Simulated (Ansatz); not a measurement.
SiC: energy against volume

SiC (4H polytype, P6_3mc, 10.335 Å³/atom and stress up to 0.01 GPa in the relaxed cell, c along z) under hydrostatic pressure, with the cell free. PBEsol in Ansatz, a plane-wave DFT program (PAW, default set), 420 eV, 12×12×4 Γ-centred mesh, Fermi-Dirac smearing 0.05 eV; ions are relaxed, or left where forces stay under 0.02 eV/Å, within the symmetry of each cell.

Here V stands for volume and E for E less E0.

| volume (Å³/atom) | E less E0 (meV/atom) | pressure (GPa) |
|---|---|---|
| 10.4285 | 0.59 | -1.98 |
| 10.3805 | 0.15 | -0.98 |
| 10.3345 | 0.00 | -0.01 |
| 10.2933 | 0.12 | 0.89 |
| 10.2393 | 0.62 | 2.09 |
| 10.1346 | 2.77 | 4.50 |
| 9.9523 | 10.41 | 9.00 |
| 9.7313 | ? | ? |

Question: Fit E against V with the third-order Birch-Murnaghan form, a cubic in V^(-2/3), and predict the withheld value at V = 9.7313.

Answer: With u = V^(-2/3) - 0.2119, the rows have u = -0.0023993, -0.0017540, -0.0011309, -0.0005688, 0.0001735, 0.0016317, 0.0042313. Least squares gives E = 0.467 + 820.0·u + 362671·u² - 267688·u³. Residuals (row less fit): -0.001, 0.004, -0.004, 0.002, 0.000, 0.001, 0.000; standard error 0.004 (degrees of freedom: 3). Its minimum lies at u = -0.0011291, so V0 = (0.2107709)^(-3/2) = 10.33. There d²E/du² = 727200 and d³E/du³ = -1606000, so B0 = (4/9) × 10.33^(-7/3) × 727200 × 0.160218 = 223 GPa (the last factor turns the table's units into GPa), and B0' = 4 + (2/3) × 0.2107709 × (-1606000)/727200 = 3.7. B0' rests on the cubic coefficient alone and has a standard error of 0.2 from these residuals. At the withheld row, u = 0.0074913, so E = 0.467 + 820.0 × 0.0074913 + 362671 × 0.0074913² - 267688 × 0.0074913³ = 26.850 meV/atom. The calculation gives 26.90 meV/atom, 0.050 meV/atom above the prediction (0.2 % of the range of E in the table). The row lies outside the fitted rows, so this is an extrapolation. The scatter of the fitted rows lies at the last printed digit.

The start is a measured cell from the literature; how it stands against other phases or cation orders wasn't checked. Other structures, which can take over under pressure, weren't tried. The same form fitted to the pressure column gives B0' = 3.9; series where the two differ by over 0.4 aren't shown. Rows are the converged runs of the series near zero and its far end, less any whose ions stayed unrelaxed beside relaxed ones; series whose fitted rows scatter by over a few per cent of the range, as at a crossing or softening among them, aren't shown in this form.
